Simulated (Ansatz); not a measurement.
# Cubic perovskite BaHfO₃

These are rVV10 in Ansatz (PAW) values and carry that method's errors.

Run with plane-wave cutoff 500 eV, 8×8×8 k mesh, gaussian smearing 0.02 eV, scalar-relativistic PAW data made under PBE.

Cell: relaxed at this level.

```yaml
equilibrium_volume_per_atom: 15.00 Å³/atom
lattice_parameter_a: 4.217 Å
band_gap: 3.61 eV (on the SCF k mesh)
```

Measured, for comparison: equilibrium volume per atom 14.51 Å³/atom (room temperature, not corrected to a static lattice; as tabulated in Zhao et al. (2008), arXiv:0809.3506); lattice constant a 4.171 Å (room temperature, not corrected to a static lattice, our sources range from 4.171 to 4.180; as tabulated in Zhao et al. (2008), arXiv:0809.3506). Computed (rounded) less measured: equilibrium volume per atom +3.4 %, lattice constant a +1.1 % (+0.9 % to +1.1 % over the range).

Spin–orbit coupling is not included.

The computed numbers hold no vibrational or temperature effects.

The result took very roughly 50 core-seconds.

Ansatz is an electronic-structure program.
